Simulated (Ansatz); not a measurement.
The reference is SrTiO$_{3}$ in the cubic perovskite structure (space group Pm-3m, No. 221; a = 3.891 Å).

Method: plane-wave PAW DFT at the PBEsol level (Ansatz, a quantum-chemistry and plane-wave program, 420 eV), no spin-orbit coupling.

Base values:

The band gap is 1.85 eV. The lattice parameter a is 3.891 Å and the smallest direct gap is 2.19 eV.

Perturbation: cell and atoms relaxed at a pressure of 0.3 GPa.

Question: What happens to the band gap?

Answer: The band gap stays 1.85 eV.

Question: How does this affect the lattice parameter a?

Answer: The lattice parameter a drops by 0.002 Å (3.891 Å → 3.889 Å).

Question: Estimate the effect on the smallest direct gap.

Answer: The smallest direct gap stays essentially unchanged (2.19 eV against 2.20 eV).

Load acts through the strain it causes; cell and atoms are relaxed under it. No phonon test of stability was made. The final runs are not spin-polarised. Many cubic perovskites are stable only at high temperature; tilts and polar distortions were not tested.
